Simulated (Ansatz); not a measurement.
ZrCdO₃ (model structure, started from the tetragonal perovskite type, P4mm, No. 99, 5 atoms in the cell), treated with PBEsol+SOC in Ansatz (PAW).

Numerical settings: plane-wave cutoff 520 eV, 14×14×14 k mesh, Fermi–Dirac smearing 0.05 eV, PAW data made under PBE.

Cell (relaxed with PBEsol):

```
CELL_PARAMETERS angstrom
      4.08294     0.00000     0.00000
      0.00000     4.08294     0.00000
      0.00000     0.00000     4.24808
ATOMIC_POSITIONS crystal
  Zr 0.50000 0.50000 0.43543
  Cd 0.00000 0.00000 0.08045
  O  0.50000 0.50000 0.89526
  O  0.50000 0.00000 0.34743
  O  0.00000 0.50000 0.34743
```

### Question
Give the computed band gap.

### Answer

- band gap = 0.48 eV (on the SCF k mesh)

Note: the relaxation could raise the start's symmetry but not lower it, so the cell can be a saddle point.

Static lattice: no zero-point or thermal effects.

It cost roughly 5 core-minutes of CPU time.

A model structure was made by putting elements into a prototype or built by hand; it is no filed structure, need not be a known phase, and can be a saddle point held by its symmetry.

Ansatz is a program for electronic structure.
